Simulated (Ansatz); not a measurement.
## Effect of pressure 30 GPa on BaTiO3

Base system: BaTiO$_{3}$ (space group P4mm, No. 99; a = 3.985 Å, c = 4.204 Å).

Now apply this change: cell and atoms relaxed at a pressure of 30 GPa.

All numbers come from PBE (Ansatz, a program for electronic structure), no spin-orbit coupling, earlier PAW set. Settings: 8×8×8 k-points, 0.05 eV Fermi–Dirac smearing.

The volume per atom drops by 2.015 Å³ to 11.34 Å³ and the density increases by 1.03 g/cm³ to 6.83 g/cm³. The space group changes from P4mm (No. 99) to Pm-3m (No. 221) and the enthalpy H = E + PV relative to the base's energy comes out as +2.27 eV/atom. The band gap grows by 0.16 eV, from 1.85 eV to 2.01 eV and the gap character amounts to direct at Γ. The hole mass (degenerate bands, along [100]) is 0.31, 0.97, 0.99 mₑ (at Γ).

Final structure:

```xyz
5
Lattice="3.8415 0.0000 0.0000 0.0000 3.8415 0.0000 0.0000 0.0000 3.8415" Properties=species:S:1:pos:R:3 pbc="T T T"
Ti     1.9208     1.9208     1.6180
Ba     0.0000     0.0000     3.5388
O      1.9208     1.9208     3.5388
O      1.9208     0.0000     1.6181
O      0.0000     1.9208     1.6181
```

Cost of the whole job for the changed cell (relaxation, final SCF and bands): roughly 2.9 core-minutes.

Load acts through the strain it causes; cell and atoms are relaxed under it. Effective masses come from finite differences of ±0.01 Å⁻¹. No phonon test of stability was made. No other phases were tried under pressure. All final runs are without spin polarisation. Labels are those of the standard path for the cell's own space group.
